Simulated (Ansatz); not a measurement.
## BeAlNS (model structure, started from the AlSiCN type, P3m1, No. 156, 4 atoms in the cell)

The numbers are results of r²SCAN in Ansatz (plane waves, PAW), not measurements.

Settings: plane-wave cutoff 560 eV, 12×12×6 k mesh (along the axes of the cell as run), Fermi–Dirac smearing 0.01 eV, scalar-relativistic PAW data made under PBE.

Cell (relaxed with PBEsol):

```cif
data_AlBeNS
_chemical_formula_sum 'Al1 Be1 S1 N1'
_space_group_name_H-M_alt 'P 1'
_space_group_IT_number 1
_cell_length_a 3.23461
_cell_length_b 3.23461
_cell_length_c 5.34678
_cell_angle_alpha 90.000
_cell_angle_beta 90.000
_cell_angle_gamma 120.000
loop_
_space_group_symop_operation_xyz
  'x, y, z'
loop_
_atom_site_label
_atom_site_type_symbol
_atom_site_fract_x
_atom_site_fract_y
_atom_site_fract_z
_atom_site_occupancy
Al1 Al 0.33333 0.66667 0.55273 1
Be1 Be 0.66667 0.33333 0.95075 1
S1 S 0.33333 0.66667 0.11221 1
N1 N 0.66667 0.33333 0.63431 1
```

* **band gap**: 3.11 eV (direct)

Note: the relaxation could raise the start's symmetry but not lower it, so the cell can be a saddle point; cell and atoms aren't relaxed at this level (largest force component 0.07 eV/Å, pressure 0.7 GPa).

Static lattice: no zero-point or thermal effects.

Computing time: around 30 core-seconds (rough).

A model structure was made by putting elements into a prototype or built by hand; it is no filed structure, need not be a known phase, and can be a saddle point held by its symmetry.

Ansatz is a program for electronic structure.
